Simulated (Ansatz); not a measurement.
## BN, pressure series

The parent structure is BN in the h-BN type structure (space group P6_3/mmc, No. 194; a = 2.5006 Å, c = 6.5259 Å; layered, stacked along the Cartesian z axis).

Cell and atoms are relaxed at each pressure.

The values are results of r2SCAN+rVV10 in Ansatz (plane waves to 500 eV, PAW, spin-orbit coupling left out), not measurements.

Two rows of this table had their results exchanged by mistake.

| pressure | volume per atom (Å³) | shortest distance (Å) | band gap |
|---|---|---|---|
| pressure −2 GPa | 9.77 | 1.446 | 4.88 eV |
| pressure 0.3 GPa | 8.52 | 1.442 | 4.69 eV |
| pressure 0.7 GPa | 8.67 | 1.443 | 4.71 eV |
| pressure 1.5 GPa | 8.76 | 1.443 | 4.73 eV |
| pressure 3 GPa | 8.29 | 1.440 | 4.65 eV |
| pressure 5 GPa | 8.06 | 1.438 | 4.65 eV |
| pressure 10 GPa | 7.63 | 1.433 | 4.59 eV |

Q: Which two?

A: The rows for pressure 0.3 GPa and pressure 1.5 GPa: the volume has to fall steadily with pressure, so 8.76 Å³ belongs to pressure 0.3 GPa and 8.52 Å³ to pressure 1.5 GPa.

Load acts through the strain it causes; cell and atoms are relaxed under it. Stability against distortions was not tested. Competing high-pressure phases were not computed.

Ansatz is a quantum-chemistry and plane-wave program.
